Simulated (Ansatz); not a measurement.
The parent structure is HfRu in the CsCl type structure (space group Pm-3m, No. 221; a = 3.2088 Å; relaxed with 0.1 eV smearing). Axes: x, y, z lie along the cube axes.

The values are results of Ansatz (a quantum-chemistry and plane-wave program), PBEsol, PAW, cutoff 420 eV, no spin-orbit coupling, not measurements.

Modification: uniaxial strain ε_zz = −1.23 %, all other strain components held at zero; the atoms relax in the strained cell.

**Question.** Predict the stress tensor and what it implies for the stiffness.

**Answer.** Stress of the strained cell less that of the base (GPa, compression positive):
```
    1.5     0.0     0.0
    0.0     1.5     0.0
    0.0     0.0     5.0
```

Then −Δσ_ii/ε with ε = -0.0123 gives secant stiffness values (nonlinear terms included at this strain): C33 ≈ 410 GPa, C13 ≈ 126 GPa and C23 ≈ 126 GPa.

Whether these cells are dynamically stable was not tested. The final runs are not spin-polarised.
